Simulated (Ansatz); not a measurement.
Formation energy of the bound charge states of O_C in 4H silicon carbide (start: the C(h) site; 96-site cell, 2×2×2 shifted sampling) against the Fermi level, C-rich (Δμ(C) = 0.00 eV, Δμ(O) = -3.97 eV, bounded by alpha cristobalite; only phases computed here count, gases as isolated molecules at 0 K). The numbers are results of PBE, PAW (plane waves to 420 eV; Ansatz, a quantum-chemistry and plane-wave program), not measurements.

Set-up: 96-site cell; 2×2×2 shifted k-points; host gap 2.23 eV; charged states image-corrected; not converged in cell size; flagged in the runs: a doubtful potential alignment, a host whose relaxation on this sampling wasn't shown to rest, a strain field that reaches the edge of the cell.

Left out: charge −1 (carrier in host band states).

| E_F − E_VBM (eV) | q = +2 | q = +1 | q = 0 |
|---|---|---|---|
| 0.00 | 0.76 | 2.27 | 4.12 |
| 0.28 | 1.31 | 2.55 | 4.12 |
| 0.56 | 1.87 | 2.83 | 4.12 |
| 0.83 | 2.43 | 3.10 | 4.12 |
| 1.11 | 2.98 | 3.38 | 4.12 |
| 1.39 | 3.54 | 3.66 | 4.12 |
| 1.67 | 4.09 | 3.94 | 4.12 |
| 1.95 | 4.65 | 4.22 | 4.12 |
| 2.23 | 5.21 | 4.49 | 4.12 |

Crossings of the lowest lines: (+2/+1) at 1.51 eV; (+1/0) at 1.86 eV.
